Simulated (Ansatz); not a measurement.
Checking a run of Ansatz (a quantum-chemistry and plane-wave program) on Ta (Im-3m, 1 atom in the cell). The aim is a self-consistent single point with DFT, LDA (PW92), plane waves, default PAW files made with PBE.

Cell that was meant: a = 2.8822 Å, b = 2.8822 Å, c = 2.8822 Å, α = 109.47°, β = 109.47°, γ = 109.47°.

Part of the input:

Ansatz 0.2 input:
```yaml
# Ta
crystal:
  lattice:
    - [-0.88056800, 0.88056800, 0.88056800]
    - [0.88056800, -0.88056800, 0.88056800]
    - [0.88056800, 0.88056800, -0.88056800]
  atoms:
    - { symbol: Ta, position: [0.00000000, 0.00000000, 0.00000000] }
basis:
```

The program printed (abridged):

```
Pseudopotentials: kind: paw
Pseudopotential: Ta, paw, valence charge 13
Crystal: 1 atoms, lattice volume = 2.731 Å³
   [... lines left out ...]
k-points: 190 of 5832
PAW frozen core: Ta, regenerated for the run's functional, and the local potential with it
Initial density: superposition of atomic densities (neutral atoms: chi_scale 0, normalization atom), corrected by the library's trained network
Initial wavefunctions: pseudopotential atomic-orbital guess
Eigensolver: davidson
Functional: x = slater, c = lda
SCF iter   1: F=—  HF=-9095.649853 eV  |F-HF|=—  |Δ(HF+E_count)|=         —  Δρ=6.26e0  dr2=1.66e2  ethr=1.77e-3  ⟨swp⟩=5.9  Hψ=13756  notcnv=0
all-band conjugate gradients solve this SCF's bands
preconditioner: auto → none
SCF iter   2: F=—  HF=-9392.971244 eV  |F-HF|=—  |Δ(HF+E_count)|=    2.97e2  Δρ=2.91e0  dr2=3.73e1  ethr=1.77e-3  ⟨swp⟩=5.4  Hψ=9066  notcnv=0  defer=105
   [... lines left out ...]
SCF iter   5: F=—  HF=-9511.331858 eV  |F-HF|=—  |Δ(HF+E_count)|=   1.33e-3  Δρ=1.31e-3  dr2=6.19e-6  ethr=8.12e-6  ⟨swp⟩=2.3  Hψ=3286  notcnv=0  defer=103
SCF iter   6: F=—  HF=-9511.331852 eV  |F-HF|=—  |Δ(HF+E_count)|=   5.83e-6  Δρ=1.16e-4  dr2=5.49e-8  ethr=7.69e-10  ⟨swp⟩=9.4  Hψ=14970  notcnv=0
SCF iter   7: F=-9511.331852 eV  HF=-9511.331852 eV  |F-HF|=5.24e-10  |Δ(HF+E_count)|=   6.08e-9  Δρ=1.23e-5  dr2=1.21e-9  ethr=4.23e-10  ⟨swp⟩=3.1  Hψ=5198  notcnv=0
SCF 1 converged in 7 iterations: F = -9511.331852 eV  dr2 = 1.21e-9
Free energy (F): -9511.331852 eV
Internal energy: -9511.330942 eV  (E = F + TS)
E sigma→0 (E₀):  -9511.331397 eV
Entropy (-TS):   -0.000910 eV (-0.910 meV/atom)
Fermi energy:    128.049790 eV
--- Forces (eV/Å), atoms counted from 1 ---
  atom   1  Ta     0.00000000     0.00000000     0.00000000
--- Stress (GPa, compression-positive) ---
    21775.933222       0.000000       0.000000
       -0.000000   21775.933222       0.000000
       -0.000000      -0.000000   21775.933222
  P = ⅓ Tr σ = 21775.9332 GPa (217759.332 kbar)
  The stress holds the Pulay correction. Without it, at fixed plane waves, as pw.x and ABINIT print it: P = 21753.4067 GPa
```

Question: Is anything amiss in this input, and did it matter?

Answer: The run is not sound. The fault is this: lattice multiplied by the bohr radius once too often. Bohr and ångström differ by a factor of 1.89; the cell that the program reads is then far too large or far too small. To fix it, give the lengths in the unit that the key or card expects. The run converged in 7 iterations without an error; against the sound input the free energy goes up by 171 eV/atom and the pressure goes from -12.94 to 21780 GPa.

The sound input it was made from differs as follows (other fixes are possible):
```diff
-    - [-0.88056800, 0.88056800, 0.88056800]
-    - [0.88056800, -0.88056800, 0.88056800]
-    - [0.88056800, 0.88056800, -0.88056800]
+    - [-1.66403200, 1.66403200, 1.66403200]
+    - [1.66403200, -1.66403200, 1.66403200]
+    - [1.66403200, 1.66403200, -1.66403200]
```

With that input, the run converged in 6 iterations: free energy E − TS (on the zero of these files) -9682.5616 eV; Fermi level (on the code's own zero) 17.79 eV; pressure -12.94 GPa (DFT, LDA (PW92), plane waves, default PAW files made with PBE).

On the sound input: the starting cell comes from a database of computed structures (which also holds hypothetical and non-ambient phases and stackings), without a prior relaxation at this level. Its lattice was rescaled by a random factor within 2.5 % of one. Spin polarisation is off. With a pressure of about -13 GPa the cell is away from its equilibrium volume at this level. Ansatz's pressure includes its estimate of the finite-basis (Pulay) stress.
